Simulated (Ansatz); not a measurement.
BeS, response to strain

Consider BeS in the zinc blende structure (space group F-43m, No. 216; a = 4.796 Å). Axes: x, y, z lie along the cube axes.

Strains are applied to the cell and any free atomic positions relax.

Method: LDA in Ansatz (plane waves to 420 eV, PAW, no SOC).

| uniaxial strain ε_zz (%) | band gap (eV) |
|---|---|
| -3 | 2.48 |
| -2.5 | 2.54 |
| -2 | 2.59 |
| -1.5 | ? |
| -1 | 2.71 |
| -0.5 | 2.77 |
| 0 | 2.82 |

Question: Fit E_g = E₀ + Dε (ε in %) to the rows shown and predict the withheld row.

Answer: Least squares on the printed values gives E₀ = 2.82 eV, D = 114 meV per % of strain (largest residual 0.00 eV); this predicts 2.65 eV, and the run gives 2.65 eV, in agreement.

No phonon test of stability was made.

Ansatz is a quantum-chemistry and plane-wave program.
